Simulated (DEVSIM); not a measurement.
Device: Au/La2O3/p-InP capacitor, at 400 K.

```csv
layer (left to right),material,thickness (nm),Na (cm⁻³)
1,La2O3,5.90,-
2,InP,1000,3.8e17
```

Metal gate on the left, work function 5.1 eV. Fixed charge at the semiconductor interface 1.8e12 cm⁻² (in units of +e); no interface traps.

Constants are typed, rounded textbook-type inputs, not results; the design itself was drawn at random and stands for no fabricated device. Values at 300 K; Nc and Nv go as T^1.5, mobilities as T to minus their exponent, the gap by Varshni's rule with the affinity fixed.

| parameter | La2O3 | InP |
|---|---|---|
| gap (eV) | 5.8 | 1.344 |
| affinity (eV) | 1.8 | 4.38 |
| permittivity | 27 | 12.5 |
| Nc (cm⁻³) | - | 5.7e17 |
| Nv (cm⁻³) | - | 1.1e19 |
| Varshni α (eV/K) | - | 0.000363 |
| Varshni β (K) | - | 162 |

DEVSIM, 1D Poisson equation in equilibrium, Boltzmann statistics, complete ionisation; no quantum confinement or tunnelling. Metal contacts follow the ideal Schottky-Mott rule: no Fermi-level pinning, no interface dipoles.

The interface trap density was swept, all else fixed.

| interface trap density (cm^-2 eV^-1) | flat-band voltage (V) | minimum of the low-frequency capacitance (μF/cm²) |
|---|---|---|
| 0 | -0.53 | 0.182 |
| 1e10 | -0.53 | 0.183 |
| 1e11 | -0.53 | 0.196 |
| 3e11 | -0.54 | 0.225 |
| 1e12 | -0.55 | 0.321 |
| 2e12 | -0.57 | 0.452 |

From the first row to the last the flat-band voltage goes from -0.53 to -0.57. From the first row to the last the minimum of the low-frequency capacitance goes from 0.182 to 0.452.
